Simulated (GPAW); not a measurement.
# σyy against uniaxial strain in cubic perovskite SrTiO3 (space group 221): C12 (GPAW, LDA)

```yaml
crystal:
  lattice:
    - [3.80486, 0.00000, 0.00000]
    - [0.00000, 3.86281, 0.00000]
    - [0.00000, 0.00000, 3.86281]
  atoms:
    - { symbol: Sr, position: [0.00000, 0.00000, 0.00000] }
    - { symbol: Ti, position: [0.50000, 0.50000, 0.50000] }
    - { symbol: O, position: [0.50000, 0.00000, 0.50000] }
    - { symbol: O, position: [0.00000, 0.50000, 0.50000] }
    - { symbol: O, position: [0.50000, 0.50000, 0.00000] }
```

Method of the run: LDA (Perdew-Wang 92), GPAW PAW datasets LDA (gpaw-data 1.0.1) (plane waves; GPAW). Settings: mode = pw; ecut = 1040 eV; xc = LDA; kpts = 10 10 10; mesh shift (steps) = 0 0 0; occupations.name = fermi-dirac; occupations.width = 0.01 eV; nbands = -6; convergence.density = 1e-06 e/electron; convergence.energy = 1e-06 eV/electron; convergence.bands = -4; symmetry.symmorphic = false; symmetry.tolerance = 0.0005; maxiter = 150. The cell above is the first row's. The rows stretch one cube axis (x) by the strain ε and hold the other two. Stress is positive in tension. In all rows fractional positions and the k mesh are held.

```
ε (%)  σyy (GPa)
-----  ---------
-1.5       -1.69
-1.0       -1.10
-0.5       -0.52
0.0         0.04
0.5         0.58
1.0         1.12
1.5         1.64
2.0            ?
```

Problem. Fit σyy against ε with a parabola, and predict the withheld value at ε = 2.0.

Solution. Least squares gives σyy = 0.038 + 1.1093·ε - 0.0281·ε². Residuals (row less fit): -0.001, -0.001, 0.004, 0.002, -0.006, 0.001, 0.001; standard error 0.004 (degrees of freedom: 4). The slope at ε = 0, 1.1093 GPa per cent, gives C12 ≈ 100 × 1.1093 = 111 GPa, for the static lattice. At the withheld row, σyy = 0.038 + 1.1093 × 2.0 - 0.0281 × 2.0² = 2.144 GPa. The calculation gives 2.14 GPa, which the fit meets to the printed digits. The row lies outside the fitted rows, so this is an extrapolation. From the scatter of the fitted rows alone, a prediction at this place has a standard error of 0.007 GPa, so the miss is 0.6 times that.

Carrying the step between the two nearest rows on in a straight line would have given 2.16, off by 0.02; series whose last step already gives the withheld value aren't shown. The reference cell has the volume at which an earlier scan in this program and functional put its minimum by a fit. This is the room-temperature phase, which distorts on cooling and is held here by symmetry. The runs keep the symmetry of the cell, so they don't test it for distortions. The unstrained cell stands at a pressure of -0.04 GPa, and the constants belong to that pressure. By symmetry this strain leaves no force on the atoms; the largest in the rows is 0.000 eV/Å. Cutoffs and mesh are single choices, not tested for convergence of this quantity. Series with a scatter that would blur these digits, or in which a gap closes, are not shown. Strain series were run only where this level's volume lies within 10 % of a first guess from the measured size.
